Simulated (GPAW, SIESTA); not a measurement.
A GPAW input for a self-consistent single point of TiSi2 (Cmcm, 6 atoms in the cell) (DFT PBE, plane waves, GPAW PAW datasets PBE (gpaw-data 1.0.1)):

```python
from ase import Atoms
from ase.units import GPa
from gpaw import GPAW, PW, FermiDirac

atoms = Atoms(['Ti', 'Ti', 'Si', 'Si', 'Si', 'Si'],
              cell=[[1.797759, -6.884327, 0.000000],
                    [1.797759, 6.884327, 0.000000],
                    [0.000000, 0.000000, 3.631126]],
              scaled_positions=[[0.896880, 0.103120, 0.750000],
                                [0.103120, 0.896880, 0.250000],
                                [0.558250, 0.441750, 0.750000],
                                [0.441750, 0.558250, 0.250000],
                                [0.249690, 0.750310, 0.750000],
                                [0.750310, 0.249690, 0.250000]],
              pbc=True)

calc = GPAW(mode=PW(800),
            xc='PBE',
            kpts=(7, 7, 7),
            occupations=FermiDirac(0.1),
            nbands=-14,
            symmetry={'symmorphic': False, 'tolerance': 0.0005},
            maxiter=150,
            txt='-')

atoms.calc = calc

energy = atoms.get_potential_energy()
print('Energy (eV):', round(energy, 6))
forces = atoms.get_forces()
print('Forces (eV/Ang):')
print(forces.round(5))
stress = atoms.get_stress()
print('Stress (GPa, Voigt):', (stress / GPa).round(4))
```

Problem. Write the same calculation as an input for SIESTA.

Solution. This is the input that was run; spellings and numerical settings could be chosen otherwise.

```
# files in the folder: Ti.psml Si.psml (PseudoDojo PBE standard)
SystemName  TiSi2
SystemLabel siesta

NumberOfAtoms                6
NumberOfSpecies              2
%block ChemicalSpeciesLabel
  1 22 Ti
  2 14 Si
%endblock ChemicalSpeciesLabel
LatticeConstant              1.0 Bohr
%block LatticeVectors
     3.397272148  -13.009492582    0.000000000
     3.397272148   13.009492582    0.000000000
     0.000000000    0.000000000    6.861833664
%endblock LatticeVectors
AtomicCoordinatesFormat      Fractional
%block AtomicCoordinatesAndAtomicSpecies
     0.896880000    0.103120000    0.750000000  1
     0.103120000    0.896880000    0.250000000  1
     0.558250000    0.441750000    0.750000000  2
     0.441750000    0.558250000    0.250000000  2
     0.249690000    0.750310000    0.750000000  2
     0.750310000    0.249690000    0.250000000  2
%endblock AtomicCoordinatesAndAtomicSpecies

XC.functional                GGA
XC.authors                   PBE
PAO.BasisSize                TZP
PAO.EnergyShift              0.01 Ry
MeshCutoff                   350 Ry
%block kgrid.MonkhorstPack
    7   0   0  0.0
    0   7   0  0.0
    0   0   7  0.0
%endblock kgrid.MonkhorstPack
OccupationFunction           FD
ElectronicTemperature        1160.45 K

MaxSCFIterations             150
SCF.Mixer.Method             Broyden
SCF.Mixer.Weight             0.25
SCF.Mixer.History            6
SCF.DM.Tolerance             1.0E-05
Diag.ParallelOverK           true
WriteForces                  true
Charge.Mulliken              end
```

Basis settings and potentials, where a program has them, do not carry over. This input uses DFT, GGA PBE, numerical atomic orbitals TZP, PseudoDojo PBE standard norm-conserving potentials (rewritten from UPF to PSML).

The starting cell comes from a database of computed structures (which also holds hypothetical and non-ambient phases and stackings), without a prior relaxation at this level. Its lattice was rescaled by a random factor within 2.5 % of one.
